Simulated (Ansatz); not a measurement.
A calculation on BiTe (Fm-3m, No. 225, 2 atoms in the cell; start mp-567362; a measured phase of this formula has another space group) returned lattice constant a 6.407 Å, cohesive energy 3.00 eV/atom.

Task: Which level of theory produced these numbers?
A. PBE (Ansatz, an electronic-structure program)
B. r²SCAN+rVV10 (Ansatz)
C. PBE-D3(BJ) (Ansatz)
D. LDA (Ansatz)

Result: C, PBE-D3(BJ) (Ansatz)

The others give: LDA 6.351 Å, 3.45 eV/atom; r²SCAN+rVV10 6.432 Å, 2.59 eV/atom; PBE 6.504 Å, 2.54 eV/atom.

Unless a cell is named, each level is at its own relaxed cell (LDA 32.02, PBE 34.39, PBE-D3(BJ) 32.87, r²SCAN+rVV10 33.26 Å³/atom).

Caveats: the relaxation could not lower the start's symmetry, so the cell can be a saddle point above a distorted one (LDA, r²SCAN+rVV10, PBE, PBE-D3(BJ)). Ansatz's density-functional and Hartree–Fock values are scalar-relativistic unless marked +SOC, with PAW data made under PBE.

A start named mp-… is a Materials Project structure, which need not be a measured phase.
